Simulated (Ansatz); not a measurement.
## SiC: Si vacancy, symmetric start

Consider an 8-atom supercell of SiC in the wurtzite structure (space group P6_3mc, No. 186; a = 3.076 Å, c = 5.048 Å) at its relaxed geometry.

Perturbation: a neutral Si vacancy, symmetric start, atoms relaxed at fixed cell.

All numbers come from Ansatz (a quantum-chemistry and plane-wave program) PBEsol, without spin-orbit coupling, earlier PAW set. k-mesh 5×8×5 (Γ-centred); smearing 0.01 eV (Fermi–Dirac).

| quantity | base | changed | shift |
|---|---|---|---|
| pressure | 0.0 GPa | 5.5 GPa | +5.5 GPa |
| energy gained by relaxation | – | 0.61 eV | – |
| largest displacement of a host atom from its site in the perfect cell | – | 0.40 Å | – |

Cost of the whole job for the changed cell (relaxation, final SCF and bands): around 2.7 core-minutes (rough).

Other magnetic orders, which the real material may have, were not ruled out. The cell is small, so the values are those of an ordered compound at a high defect concentration; dilute-limit values will differ. The mesh was chosen for an insulator and is coarse for the gapless case. The defect started on the symmetric site and kept its symmetry, so it may sit on a saddle. Starting moments died away, wholly or in part, for Si vacancy; another magnetic solution may exist. The defect cell is spin-polarised and ends with 0.1 μB.
